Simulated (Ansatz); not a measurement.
## What isotropic strain −5.61 % does to K

Base system: K in the bcc (W type) structure (space group Im-3m, No. 229; a = 5.212 Å).

Now apply this change: the cell is scaled by 0.9439 in all directions, atoms relaxed at fixed cell.

Calculations: plane-wave PAW DFT at the PBEsol level (Ansatz, a program for electronic structure, 420 eV), without spin-orbit coupling. Settings: 13×13×13 k-points, 0.05 eV Fermi–Dirac smearing.

```tsv
quantity	base	changed	shift
volume per atom	70.80 Å³	59.54 Å³	-11.26 Å³
space group	Im-3m (No. 229)	Im-3m (No. 229)	–
energy relative to the base (free energy F)	0 meV/atom	+28 meV/atom	+28 meV/atom
pressure	0.0 GPa	0.9 GPa	+0.9 GPa
band gap	zero	zero	–
```

Stability against distortions was not tested.
